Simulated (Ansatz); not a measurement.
## Effect of biaxial strain −3.27 %, plane normal [001], relaxed out of plane on Se

Consider Se (space group P3_121, No. 152; a = 4.507 Å, c = 4.989 Å; made of chains). Axes: x lies along a and z along c of the hexagonal cell.

Now apply this change: biaxial strain −3.27 %, plane normal [001], relaxed out of plane (Cartesian); in-plane vectors clamped, the third vector and the atoms free.

Method: r2SCAN (Ansatz, an electronic-structure program; PAW; 500 eV plane waves; spin-orbit coupling left out), earlier PAW set. Γ-centred 9×9×7 mesh, Fermi–Dirac width 0.05 eV.

The volume per atom shrinks by 1.54 Å³, from 29.25 Å³ to 27.71 Å³ and the space group is still P3_121 (No. 152). The pressure (mean of the normal stresses, compression positive) goes from zero to 0.36 GPa and the band gap decreases by 0.23 eV (1.33 eV → 1.10 eV). The gap character stays indirect, L → H and the smallest direct gap decreases by 0.271 eV (1.55 eV → 1.27 eV). The width of the top valence band grows by 0.27 eV to 1.66 eV and the electron mass changes from 0.18 mₑ along c, 0.43 mₑ across (at H) to 0.15 mₑ out of plane, 0.32 mₑ in plane (at H). The out-of-plane strain comes out as +1.26 % and the ratio −ε⊥/ε∥ amounts to 0.39. The mean in-plane stress (compression positive) is +0.5 GPa.

Cost of the whole job for the changed cell (relaxation, final SCF and bands): about 100 core-seconds (a rough figure).

Effective masses come from finite differences of ±0.01 Å⁻¹. Stability against distortions was not tested. No dispersion term is included, though the crystal is made of layers, chains or molecules, so its spacings can come out too wide.
